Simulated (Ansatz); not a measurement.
The parent structure is MgO in the rock salt structure (space group Fm-3m, No. 225; a = 4.2044 Å).

Level of theory: r2SCAN/PAW in Ansatz (a quantum-chemistry and plane-wave program), scalar-relativistic without spin-orbit coupling.

Strains are applied to the cell and any free atomic positions relax.

One change was made to it. Results:

The gap character is still direct at Γ; the pressure goes from zero to 14.79 GPa; the mean gap deformation potential ΔEg/Δln V is -10.7 eV; the width of the top valence band increases by 0.15 eV, from 1.78 eV to 1.93 eV.

Task: Name the change that was made.
(A) isotropic strain −2.50 %
(B) isotropic strain −0.50 %
(C) isotropic strain −3.00 %
(D) isotropic strain −1.00 %
(E) isotropic strain −1.50 %

Result: A, isotropic strain −2.50 %. For comparison, the pressure in the other runs: isotropic strain −1.00 % gives 5.35 GPa; isotropic strain −0.50 % gives 2.59 GPa; isotropic strain −1.50 % gives 8.30 GPa; isotropic strain −3.00 % gives 18.37 GPa.

Stability against distortions was not tested.
